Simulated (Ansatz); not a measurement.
Start from CsPbCl3 in the cubic perovskite structure (space group Pm-3m, No. 221; a = 5.619 Å). Axes: x, y, z lie along the cube axes.

Method: PBEsol (Ansatz, a first-principles code), scalar-relativistic without spin-orbit coupling.

For the base:

Valley order: R along ⟨111⟩ 1.83 eV; Γ 3.24 eV

Modification: biaxial strain −0.60 %, plane normal [001], relaxed out of plane (Cartesian); in-plane vectors clamped, the third vector and the atoms free.

Task: How does this affect the valley order and energy relative to the base?

Result: The valley order (the lowest conduction-band minima on the path, energy above the VBM, named in the base's zone) becomes R along [111] 1.75 eV; Γ 3.19 eV (base: R along ⟨111⟩ 1.83 eV; Γ 3.24 eV); the energy rises by 0.5 meV/atom.

With Pb present, leaving out spin-orbit coupling can change the band edges. The levels and masses belong to the bands next to the band gap. Whether these cells are dynamically stable was not tested. Many cubic perovskites are stable only at high temperature; tilts and polar distortions were not tested. This is not the structure that CsPbCl3 has at room temperature and ambient pressure.
